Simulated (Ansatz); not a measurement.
The starting structures come from a database of crystals and need not be the phases stable at ambient conditions.

The decay constant κ of evanescent states in the gap governs leakage through a thin film.

```
Ba2LuO6Sb
1.0
    5.95882     0.00000     0.00000
   -2.97941     5.16049     0.00000
    2.97941     1.72016     4.86535
Ba Lu Sb O
2 1 1 6
Cartesian
  2.97941   1.72016   1.21634
  2.97941   5.16049   3.64902
  0.00000   3.44032   2.43268
  0.00000   0.00000   0.00000
  4.40780   2.54484   3.69908
  1.55102   4.33581   1.16627
  1.55102   2.54484   3.69908
 -1.55102   4.33581   1.16627
  0.00000   5.23129   3.69908
  0.00000   1.64936   1.16627
```

Space group of this cell: Fm-3m. The cell is taken as given; by r2SCAN its mean pressure is -3.5 GPa.

Transport runs along the normal of the first two printed cell vectors, the (111) plane of the conventional cell.

No gap correction and no spin-orbit coupling; mid-gap values are interpolated between computed energies.

Compute, with Ansatz (an electronic-structure program) with r2SCAN, the band gap and the smallest decay constant κ at mid-gap.

Gap 3.98 eV on a 8×8×8 mesh; κ = 0.310 1/Å, at the zone centre.
